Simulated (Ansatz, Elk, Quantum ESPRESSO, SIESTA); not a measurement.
# Code comparison for LaMg6Ni (Amm2, 8 atoms in the cell)

Self-consistent single point, at a second geometry (lattice scaled by 0.98). First geometry:

```xyz
8
Lattice="4.9348 0.0000 0.0000 0.0000 2.9323 6.5506 0.0000 -2.9323 6.5506" Properties=species:S:1:pos:R:3 pbc="T T T"
La     2.4674     0.0000     9.1358
Mg     2.4674     1.4697     5.8078
Mg     2.4674    -1.4697     5.8078
Mg     0.0000     1.5072     7.5579
Mg     0.0000    -1.5072     7.5579
Mg     0.0000     0.0000     3.7248
Mg     0.0000     0.0000    11.2550
Ni     2.4674     0.0000     1.5572
```

Shared settings, as Ansatz (an electronic-structure program) writes them: kpoints.mp_grid.grid = 4 3 3; scf.occupations.method = fermi_dirac; scf.occupations.width = 0.1 eV. Potentials and cutoffs stand in the table.

```json
[
 {"code": "Ansatz", "model": "PBEsol, PAW files made with PBE", "ΔF from the first geometry (meV/atom)": "-1.1", "pressure (GPa)": "1.22", "largest force (eV/Å)": "0.115", "cutoff": "420 eV"},
 {"code": "SIESTA", "model": "GGA PBEsol, numerical atomic orbitals DZP, PseudoDojo PBEsol standard norm-conserving potentials (rewritten from UPF to PSML)", "ΔF from the first geometry (meV/atom)": "12.8", "pressure (GPa)": "3.13", "largest force (eV/Å)": "0.542", "cutoff": "grid 350 Ry"},
 {"code": "Elk", "model": "PBEsol, all-electron FP-LAPW, Elk's shipped species files, APW+lo basis with extra local orbitals", "ΔF from the first geometry (meV/atom)": "-1.5", "pressure (GPa)": "–", "largest force (eV/Å)": "–", "cutoff": "rgkmax 7.5"},
 {"code": "Quantum ESPRESSO", "model": "PBEsol, GBRV 1.5 ultrasoft (PBESOL) pseudopotentials", "ΔF from the first geometry (meV/atom)": "-0.8", "pressure (GPa)": "1.20", "largest force (eV/Å)": "0.121", "cutoff": "50 Ry"}
]
```

Size of the force on each atom (eV/Å): Sizes of forces hide their directions.

```tsv
code	La1	Mg2	Mg3	Mg4	Mg5	Mg6	Mg7	Ni8
Ansatz	0.115	0.106	0.106	0.034	0.034	0.035	0.043	0.090
SIESTA	0.346	0.542	0.542	0.272	0.272	0.309	0.155	0.412
Quantum ESPRESSO	0.121	0.107	0.107	0.037	0.037	0.037	0.047	0.093
```

A dash marks a value that a program does not give, or that is left out as unsure.

On Ansatz's run: spin polarisation is off.

The spread over the programs that give each value: ΔF from the first geometry within 14.3 meV/atom; pressure within 1.93 GPa; largest force within 0.427 eV/Å.

SIESTA uses small atom-centred bases, whose incompleteness enters pressures, forces and empty levels differently from a plane-wave cutoff. Elk treats all electrons, but the usual bases taken here (sphere radii, linearisation, local orbitals, empty states) were not tested for convergence, so the values are no reference for the others. Ansatz's pressure is given at a fixed set of plane waves, as the other plane-wave codes print theirs. In the pressure, SIESTA (by 1.92) lies more than 1 GPa from the median of the plane-wave programs. In the force vectors, SIESTA (by 0.503) lies more than 0.08 eV/Å from the median of the plane-wave programs.

The shared mesh is coarse (it stands for a supercell whose shortest vector is 17 Å), so the values are not converged in it.

The starting cell comes from a database of computed structures (which also holds hypothetical and non-ambient phases and stackings), without a prior relaxation at this level. For this run, on top of that: lattice scaled by 0.98.

Left out of this page: CP2K (unsound by tests on forces, stress, charge or solver warnings).

Keys are those of Ansatz 0.2.
